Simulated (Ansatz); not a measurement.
PtCu (model structure, started from the CuPt type, R-3m, No. 166, 2 atoms in the cell)

Level of theory: PBEsol in Ansatz (plane waves, PAW).

Run with plane-wave cutoff 500 eV, 24×24×24 k mesh, Fermi–Dirac smearing 0.1 eV, no spin polarisation, scalar-relativistic PAW data made under PBE.

Cell (relaxed at this level):

Space group R-3m, hexagonal axes (No. 166); a = 2.7013 Å, b = 2.7013 Å, c = 12.7254 Å, α = 90.00°, β = 90.00°, γ = 120.00°

| atom | site | symmetry | x | y | z |
|---|---|---|---|---|---|
| Cu | 3a | -3m | 0.0000 | 0.0000 | 0.0000 |
| Pt | 3b | -3m | 0.0000 | 0.0000 | 0.5000 |
(The calculation used a cell of 2 atoms; values per cell refer to that cell.)

For PtCu (model structure, started from the CuPt type, R-3m, No. 166, 2 atoms in the cell), the band gap is none.

Note: the relaxation could raise the start's symmetry but not lower it, so the cell can be a saddle point.

Spin–orbit coupling is not included.

Static lattice: no zero-point or thermal effects.

It cost about 2.6 core-minutes (a rough figure) of CPU time.

A model structure was made by putting elements into a prototype or built by hand; it is no filed structure, need not be a known phase, and can be a saddle point held by its symmetry.

Ansatz is a quantum-chemistry and plane-wave program.
